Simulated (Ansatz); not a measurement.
Consider interstitial Na in rock-salt NaCl, charge state +1. The step: several atoms move together, Na the farthest; the atom moves 2.00 Å along (-0.20, 0.20, 0.20) of the unit cell; the moving atom starts with neighbours 3 Cl at 2.65, Cl at 3.16, 2 Cl at 3.17; Na at 2.93 Å and ends with 4 Cl at 2.52; 4 Na at 2.93 Å. A PBE band in Ansatz (plane-wave PAW, the Γ point alone, 64 host sites, 28 SCF runs with any check of the saddle's order, static, no finite-size correction) gives a forward barrier of 0.24 eV. The saddle point's order was not checked, and it lies on a symmetry element of the cell, where a band can be held. The charge state is imposed; whether it is stable for some Fermi level was not computed. Sites that were not tried may lie lower.

Single points at the band's start and saddle point can refine it. Rough cost of one point, in units of the band's mean SCF on the same machine:

```json
[
 {"Level": "PBE, a 2×2×2 k-point mesh shifted by half a step", "Cost of one point": "about 7"},
 {"Level": "r2SCAN at 500 eV, the Γ point alone", "Cost of one point": "about 3"}
]
```

**Question.** Which of these move the barrier by more than 0.1 eV, and how far does each move it?

**Answer.** Not one does. PBE, a 2×2×2 k-point mesh shifted by half a step: 0.00 eV; r2SCAN at 500 eV, the Γ point alone: +0.02 eV. Each functional is compared with PBE at the same k-points.

Ansatz is a first-principles code.
